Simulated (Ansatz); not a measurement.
Results of r²SCAN-D4 (Ansatz, a first-principles code, plane waves, PAW) for AlH₃ (R-3c, No. 167, 8 atoms in the cell; start mp-23933).

Numerical settings: plane-wave cutoff 500 eV, 12×12×12 k mesh, gaussian smearing 0.02 eV, scalar-relativistic PAW data made under PBE.

Cell (relaxed at this level):

```xyz
8
Lattice="2.1982 1.2691 3.9120 -2.1982 1.2691 3.9120 0.0000 -2.5382 3.9120" Properties=species:S:1:pos:R:3 pbc="T T T"
Al     0.0000     0.0000     0.0000
Al     0.0000     0.0000     5.8680
H      1.3904    -0.1300     6.8461
H     -1.3904     0.1300     4.8900
H     -0.5826     1.2691     6.8461
H      0.5826    -1.2691     4.8900
H     -0.8078    -1.1391     6.8461
H      0.8078     1.1391     4.8900
```

Q: Predict the band gap.

A: 
band gap: 3.15 eV (on the SCF k mesh)

Note: the relaxation could not lower the start's symmetry, so the cell can be a saddle point above a distorted one.

Computed values are for the static lattice.

A start named mp-… is a Materials Project structure, which need not be a measured phase.
